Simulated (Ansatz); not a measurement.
```
Cu2O
1.0
    4.24670     0.00000     0.00000
    0.00000     6.00574     0.00000
    0.00000     3.00287     3.00287
Cu O
4 2
Direct
  0.25000   0.75000   0.50000
  0.75000   0.75000   0.00000
  0.25000   0.25000   0.50000
  0.75000   0.25000   0.00000
  0.50000   0.50000   0.00000
  0.00000   0.00000   0.00000
```

Space group of this cell: Pn-3m. The cell is taken as given.

These are r2SCAN (plane waves, PAW; Ansatz, an electronic-structure program) values and carry that method's errors.

The current runs along the normal of the first two printed vectors; no spin-orbit coupling. Scaled by the factor s: all lengths (ions clamped). Meshes 10×10×10 and 8×6 across the current in all rows.

```
s     mean pressure (GPa)  band gap (eV)
----  -------------------  -------------
0.98                  8.8              ?
1.00                 -0.1           0.79
1.02                 -6.6           0.66
```

Task: Take the slope of the band gap against ln s from the two given rows, extrapolate to s = 0.98, and say what the run there gives.

Result: Slope = (0.66 − 0.79) / ln 1.02 = -6.56 eV. The line gives 0.79 + (-6.56) × ln 0.98 = 0.92 eV. The run gives 0.94 eV, 0.02 eV over the line, 13 % of the predicted step.
